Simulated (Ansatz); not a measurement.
Take CdGeAs$_{2}$ in the chalcopyrite structure (space group I-42d, No. 122; a = 5.942 Å, c = 11.312 Å) as the base. Axes: x, y, z lie along a, b, c of the conventional cell.

Level of theory: PBEsol (Ansatz, a program for electronic structure), scalar-relativistic without spin-orbit coupling.

For the base:

* **Pressure**: 0.0 GPa
* **Volume per atom**: 24.96 Å³

It is then changed as follows: compressive biaxial strain of 2.25 % in the plane normal to [001], as in epitaxy on a mismatched substrate; the out-of-plane cell vector and the atoms relax.

What happens to the pressure?

The pressure (mean of the normal stresses, compression positive) goes from zero to 1.3 GPa.

How does this affect the volume per atom?

The volume per atom decreases by 0.47 Å³ (24.96 Å³ → 24.49 Å³).

What happens to the energy relative to the base?

The energy goes up by 6.5 meV/atom.

A case with no gap was solved on a k-mesh chosen for an insulator, which is coarse for it. Whether these cells are dynamically stable was not tested. All final runs are without spin polarisation.
